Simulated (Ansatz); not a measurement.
**AlN: isotropic strain −1.26 %**

The parent structure is AlN in the zinc blende structure (space group F-43m, No. 216; a = 4.3777 Å).

Now apply this change: an isotropic linear strain of −1.26 %, atoms relaxed at fixed cell.

All numbers come from PBEsol in Ansatz (plane waves to 420 eV, PAW, without spin-orbit coupling). k-mesh 13×13×13 (Γ-centred); smearing 0.05 eV (Fermi–Dirac).

* **Volume per atom**: 10.10 Å³ (base 10.49 Å³)
* **Space group**: F-43m (No. 216) (base F-43m (No. 216))
* **Shortest interatomic distance**: 1.872 Å (base 1.896 Å)
* **Energy relative to the base (free energy F)**: +9.7 meV/atom
* **Pressure**: 8.20 GPa (base 0.00 GPa)
* **Band gap**: 3.21 eV (base 3.19 eV)
* **Gap character**: indirect, Γ → X (base indirect, Γ → X)
* **Mean gap deformation potential ΔEg/Δln V**: -0.5 eV
* **Electron mass**: 0.52 mₑ along k, 0.32 mₑ across (at X) (base 0.52 mₑ along k, 0.32 mₑ across (at X))
* **Valley order (the lowest conduction-band minima on the path, energy above the VBM, named in the base's zone)**: X along ⟨100⟩ 3.21 eV; Γ 4.39 eV (base X along ⟨100⟩ 3.19 eV; Γ 4.06 eV)

Effective masses come from finite differences of ±0.01 Å⁻¹. Along k means along the line from Γ to the band edge. No phonon test of stability was made. This is not the structure that AlN has at room temperature and ambient pressure.

Ansatz is a program for electronic structure.
